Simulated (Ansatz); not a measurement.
The (321) surface of bcc V in its 1x1 cell, outermost plane spacing 0.80 Å in the ideal cut

The numbers are results of PBE (plane waves to 420 eV, PAW; Ansatz, an electronic-structure program), not measurements.

Slab: 14 atoms, 10.4 Å thick at the start (thin: gaps and levels are the slab's own); k 14x6x1, smearing 0.1 eV, dipole-corrected; all atoms relaxed; symmetry of the start imposed; no spin, no spin-orbit, no U.

- surface energy (mean of both faces): 2.66 J/m^2
- surface energy before relaxation: 2.80 J/m²
- work function of the top face: 4.15 eV
- energy released by relaxation: 0.29 eV
- cost: very roughly 13 core-minutes
